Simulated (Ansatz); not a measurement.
# Sc, pressure series

The reference is Sc in the hcp (Mg type) structure (space group P6_3/mmc, No. 194; a = 3.277 Å, c = 5.085 Å).

Cell and atoms are relaxed at each pressure.

All numbers come from plane-wave PAW DFT at the PBEsol level (Ansatz, a first-principles code, 420 eV), no spin-orbit coupling.

```
pressure (GPa)  volume per atom (Å³/atom)
--------------  -------------------------
-2                                 24.548
0                                  23.649
0.9                                23.289
2.1                                     ?
4.5                                22.046
9                                  20.808
15                                 19.505
22.5                               18.206
30                                 17.133
```

Task: Fit the third-order Birch–Murnaghan form P(V) = (3B₀/2)[(V₀/V)^(7/3) − (V₀/V)^(5/3)]·[1 + (3/4)(B₀′ − 4)((V₀/V)^(2/3) − 1)] (squares taken in P) to the rows shown and predict the withheld row.

Result: Least squares on the printed values gives V₀ = 23.649 Å³/atom, B₀ = 58.2 GPa, B₀′ = 3.1; this predicts 22.853 Å³/atom, and the run gives 22.843 Å³/atom, 0.010 lower.

Load acts through the strain it causes; cell and atoms are relaxed under it. Whether these cells are dynamically stable was not tested. Competing high-pressure phases were not computed. All final runs are without spin polarisation.
